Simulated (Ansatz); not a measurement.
**fluorite-type CoSi2 (1 1 1) on hexagonal La2O3 (0 0 1) (film strained to the substrate, started from cuts of the bulks and a machine-learned relaxation; slabs La6O9 and Co3Si6, which can lie off the formulas)**

A periodic stack without vacuum, fluorite-type CoSi2 (1 1 1) on hexagonal La2O3 (0 0 1) (film strained to the substrate, started from cuts of the bulks and a machine-learned relaxation; slabs La6O9 and Co3Si6, which can lie off the formulas): substrate slab La6O9, film Co3Si6, surface cells [[0, -1], [1, 0]] and [[1, 0], [0, 1]], film strained by +4.0 and +4.0 %, outermost planes O/O and Si/Si as cut, which need not be the usual terminations and can put a slab off its formula.

The start was prepared with a machine-learned potential, and the result is one local minimum, with the in-plane cell held and forces under 0.04 eV/Å; the film can end far from its bulk form.

Calculation: PBE (plane waves to 420 eV, PAW; Ansatz, a program for electronic structure). Scalar-relativistic, without spin–orbit coupling; the runs are not spin-polarised; PBE gaps are too small against experiment. Its k-point mesh 9×9×1, Fermi–Dirac width 0.05 eV.

| Item | Value |
|---|---|
| interface area | 13.4 Å² |
| period | 28.07 Å |
| heights between the nearest atoms of the two slabs at the two interfaces | 1.76 and 2.80 Å |
| La–Si contacts across the interfaces within 1.22 times the sum of covalent radii | 7, mean 3.60 Å |
| Co–La contacts across the interfaces within 1.22 times the sum of covalent radii | 4, mean 3.89 Å |
| O–Si contacts across the interfaces within 1.22 times the sum of covalent radii | 1, mean 1.76 Å |

```xyz
24
Lattice="3.9387 0.0005 -0.1259 1.9685 3.4131 -0.0688 0.2362 -0.3386 28.0776" Properties=species:S:1:pos:R:3 pbc="T T T"
La     1.2742     0.8666     4.5773
La     3.1431     1.9982     1.4843
O      3.2047    -0.2729     3.2832
O      1.1670     0.8600     1.3270
O      3.2708     2.0061     5.3599
La     1.4808     0.8797    10.8261
La     3.3472     2.0109     7.6801
O      3.4102    -0.2600     9.5096
O      1.3631     0.8721     7.2848
O      3.4773     2.0192    11.6088
La     1.6859     0.8925    17.0911
La     3.5532     2.0239    13.9255
O      3.6169    -0.2459    15.7579
O      1.5694     0.8853    13.5279
O      3.6808     2.0325    17.7779
Co     5.7802     3.2040    20.2303
Co     1.1506     0.4847    22.9449
Co     3.2629     1.6549    25.9584
Si     3.7847     2.0636    19.5379
Si     1.8311     0.9159    20.7273
Si     5.1022     2.7758    22.3633
Si     3.1650     1.6352    23.7075
Si     1.2662     0.5130    25.3115
Si     5.2487     2.7928    26.4745
```
